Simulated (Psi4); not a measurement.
Psi4 1.11, B3LYP/def2-tzvp: [OH+]=S(F)F, charge +1, multiplicity 1, 5 atoms. The geometry is a generated start, not checked to be a minimum at this level.

| Quantity | Result |
|---|---|
| task | energy |
| method | b3lyp |
| basis | def2-tzvp |
| memory | 3 GB |
| maxiter | 100 |
| keys of the molecule block | symmetry c1 |
| scf_type | df (default) |
| e_convergence | 1e-06 (default) |
| d_convergence | 1e-06 (default) |
| dft_radial_points | 75 (default) |
| dft_spherical_points | 302 (default) |
| basis functions | 136 |
| grid points | 108690 |

```xyz
5

O      0.8984    -0.4343     0.3109
S     -0.5195     0.0179     0.6330
F     -1.3699    -0.6230    -0.5631
F     -0.5594     1.4973     0.0288
H      1.5503    -0.4580    -0.4096
```

Charge 1 and multiplicity 1 are set for this test and not shown to be the ground state.

With the defaults (diis = true, scf_initial_accelerator = adiis, damping_percentage = 0, guess = auto, which took SAD, diis_max_vecs = 10, soscf = false, soscf_start_convergence = 0.01, diis_start = 1, level_shift = 0, level_shift_cutoff = 0.01) it converges in 9 SCF iterations. One run each on 2 threads, with these changes:
- damping_percentage = 60
- guess = modhuckel
- guess = sadno
- level_shift = 0.5, level_shift_cutoff = 0.001
- soscf = true, soscf_start_convergence = 0.1
- diis_start = 4
- diis = false, scf_initial_accelerator = none, damping_percentage = 60
- diis_max_vecs = 3
- scf_initial_accelerator = ediis

Question: Which runs fail or end elsewhere than the default run?

Answer: No convergence: diis = false, scf_initial_accelerator = none, damping_percentage = 60 (the run ends without SCF convergence in 100 iterations). The rest reach the solution of the defaults.

```
setting                                                                SCF iterations  JK calls             end
---------------------------------------------------------------------  --------------  --------  --------------
soscf = true, soscf_start_convergence = 0.1                                         6        22   same solution
the defaults                                                                        9        10   same solution
scf_initial_accelerator = ediis                                                     9        10   same solution
level_shift = 0.5, level_shift_cutoff = 0.001                                       9        10   same solution
guess = sadno                                                                      11        11   same solution
diis_max_vecs = 3                                                                  11        12   same solution
guess = modhuckel                                                                  11        35   same solution
diis_start = 4                                                                     14        15   same solution
damping_percentage = 60                                                            81        82   same solution
diis = false, scf_initial_accelerator = none, damping_percentage = 60             100       101  no convergence
```

An SOSCF iteration holds several JK calls; a Hückel guess adds calls on atoms.
